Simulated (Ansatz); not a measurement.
The starting structures come from a database of crystals and need not be the phases stable at ambient conditions.

 Where the default PAW files enter, the runs use the earlier of Ansatz's two default sets.

By PBEsol, the system below comes out a metal.

The ballistic (Sharvin) conductance counts the channels at the Fermi level: G/A = (e²/h) × channels of both spins per area.

Input:

```xyz
10
Lattice="3.3435 0.0000 0.0000 0.0000 6.6159 0.0000 0.0000 0.0000 6.4174" Properties=species:S:1:pos:R:3 pbc="T T T"
Si     0.0000     4.1944     0.8599
Si     0.0000     2.4214     5.5574
Si     0.0000     0.8865     2.3488
Si     0.0000     5.7293     4.0686
W      0.0000     3.3079     3.2087
W      0.0000     0.0000     0.0000
W      1.6718     1.0575     4.2344
W      1.6718     5.5584     2.1829
W      1.6718     4.3654     5.3916
W      1.6718     2.2504     1.0258
```

Space group of this cell: Pbam. The cell is strained (lengths along the current scaled by 0.97, ions clamped); by PBEsol its mean pressure is 0.6 GPa.

The current flows along the normal of the first two printed cell vectors. No spin-orbit coupling; the value is a mean over 0.1 eV about the Fermi level.

Predict the ballistic conductance per area from PBEsol run with Ansatz (a quantum-chemistry and plane-wave program).

0.66 × 10¹⁵ S/m² for both spins.
